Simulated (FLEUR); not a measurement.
Band structure of CuAu (P4/mmm, 2 atoms in the cell).

```xyz
2
Lattice="2.8000 0.0000 0.0000 0.0000 2.8000 0.0000 0.0000 0.0000 3.6700" Properties=species:S:1:pos:R:3 pbc="T T T"
Cu     0.0000     0.0000     0.0000
Au     1.4000     1.4000     1.8350
```

Method: PBE, all-electron FLAPW (FLEUR), scalar-relativistic valence.

Settings: Kmax = 4.2 1/bohr; GmaxXC = 12.6 1/bohr; xcFunctional = pbe; jspins = 1; l_soc = F; mode = hist; fermiSmearingEnergy = 0.00999582 Htr; mesh (inpgen div1-3) = 12 12 10; inpgen gamma flag = true; Gmax = 12.6 1/bohr; numbands = 0; maxIterBroyd = 15; imix = Anderson; alpha = 0.05.

The starting cell has typed, rounded lattice constants, without a prior relaxation at this level. Spin-orbit coupling is off. Spin polarisation is off. Values depend on the basis (sphere radii, cutoffs, local orbitals), which need not be converged.

Levels in eV from the Fermi level, bands 11 to 18:
```json
[
 {"point": "Γ", "11": "-2.15", "12": "-1.68", "13": "-1.46", "14": "-1.46", "15": "2.07", "16": "8.15", "17": "10.06", "18": "10.06"},
 {"point": "X", "11": "-3.00", "12": "-2.41", "13": "-2.20", "14": "-0.86", "15": "-0.12", "16": "9.47", "17": "9.60", "18": "11.45"},
 {"point": "M", "11": "-1.63", "12": "-1.36", "13": "-1.36", "14": "0.62", "15": "0.62", "16": "5.25", "17": "6.93", "18": "10.08"},
 {"point": "Z", "11": "-2.76", "12": "-2.37", "13": "-2.34", "14": "-2.34", "15": "-1.98", "16": "14.43", "17": "14.71", "18": "14.71"},
 {"point": "R", "11": "-1.72", "12": "-1.59", "13": "-1.54", "14": "-1.11", "15": "-1.11", "16": "2.75", "17": "4.44", "18": "15.88"},
 {"point": "A", "11": "-2.15", "12": "-1.63", "13": "-1.63", "14": "5.38", "15": "5.56", "16": "5.56", "17": "6.29", "18": "6.96"}
]
```
